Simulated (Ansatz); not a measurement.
System: cubic perovskite KMgF₃. Method: r²SCAN (Ansatz, a program for electronic structure, PAW).

Numerical settings: plane-wave cutoff 560 eV, 8×8×8 k mesh, Fermi–Dirac smearing 0.01 eV, scalar-relativistic PAW data made under PBE.

Energies at three volumes about the minimum:

```
V (Å³/atom)  E − E_lowest (meV/atom)
-----------  -----------------------
12.363                          1.28
12.616                          0.00
12.868                          1.19
```

**Question.** Fit a parabola by hand: where is the minimum, what lattice constant follows, and what is the bulk modulus?

**Answer.** Slopes: (0.00 − 1.28)/(12.616 − 12.363) = -5.059 and (1.19 − 0.00)/(12.868 − 12.616) = 4.722 meV/Å³. Curvature E″ = 2 × (4.722 − (-5.059))/(12.868 − 12.363) = 38.737 meV/Å⁶. From the middle of the first interval, the slope vanishes at V0 = 12.4895 − (-5.059)/38.737 = 12.620 Å³/atom. B = V0 E″ = 12.620 × 38.737 meV/Å³ × 0.1602 GPa per meV/Å³ = 78.3 GPa. With 5 atoms in the cube, a = (5 × 12.620)^(1/3) = 3.981 Å. The full Birch–Murnaghan fit to all volumes gives V0 = 12.615 Å³/atom and B0 = 78.1 GPa.

Measured, for comparison: bulk modulus 75.1 GPa (room temperature, not corrected to a static lattice, sources range from 71.2 to 75.1; as tabulated in Vaitheeswaran et al. (2007), arXiv:cond-mat/0703621); lattice constant a 3.990 Å (room temperature, not corrected to a static lattice; as tabulated in Vaitheeswaran et al. (2007), arXiv:cond-mat/0703621). Computed less measured: bulk modulus +4.0 % (+4.0 % to +10 % over the range). A static lattice is as a rule a little smaller and stiffer than an uncorrected measurement, which can account for part of this in the bulk modulus.

Note: the relaxation could not lower the start's symmetry, so the cell can be a saddle point above a distorted one.
